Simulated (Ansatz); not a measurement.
Start from SiC (space group P6_3mc, No. 186; a = 3.078 Å, c = 10.076 Å). Axes: x lies along a and z along c of the hexagonal cell.

Computed with r2SCAN, PAW, 500 eV (Ansatz, a program for electronic structure; without spin-orbit coupling).

Base values:

| Quantity | Value |
|---|---|
| Valley order | M (1/2, 0, 0) 2.60 eV; H (1/3, 1/3, 1/2) 3.67 eV |

It is then changed as follows: uniaxial stress, 0.5 GPa tension along x, with the cell and atoms free to relax against it.

**Question.** Predict the new strain response, valley order, electron mass and energy relative to the base.

**Answer.** The strain response (xx, yy, zz) comes out as (+0.10, −0.02, −0.01) %; the valley order (the lowest conduction-band minima on the path, energy above the VBM, named in the base's zone) becomes M (0, 1/2, 0) 2.59 eV; M (1/2, 1/2, 0) 2.60 eV (base: M (1/2, 0, 0) 2.60 eV; H (1/3, 1/3, 1/2) 3.67 eV); the electron mass comes out as 0.28 mₑ along x, 0.54 mₑ along y, 0.31 mₑ along z (at M); the energy is nearly the same.

The levels and masses belong to the bands next to the band gap. Effective masses come from finite differences of ±0.01 Å⁻¹. Stability under load was not tested beyond the relaxation.
